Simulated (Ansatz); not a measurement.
## Effect of Sr → Mg on Sr

Take Sr in the fcc (Cu type) structure (space group Fm-3m, No. 225; a = 6.0999 Å) as the base.

The change: full substitution Sr → Mg; the structure is relaxed again.

Method: DFT with r2SCAN, PAW potentials and a 500 eV plane-wave cutoff in Ansatz (an electronic-structure program), no spin-orbit coupling. Γ-centred 18×18×18 mesh, Fermi–Dirac width 0.05 eV, for the changed cell.

```tsv
quantity	base	changed	shift
density	2.56 g/cm³	1.78 g/cm³	-0.789 g/cm³
lattice parameter a	6.100 Å	4.497 Å	-1.603 Å
space group	Fm-3m (No. 225)	Fm-3m (No. 225)	–
shortest interatomic distance	4.313 Å	3.180 Å	-1.133 Å
band gap	zero	zero	–
```

Cost of the whole job for the changed cell (relaxation, final SCF and bands): about 70 core-seconds (a rough figure).

Whether these cells are dynamically stable was not tested. For Mg in this form, whether it has been made was not checked. This is not the structure that Mg has at room temperature and ambient pressure.
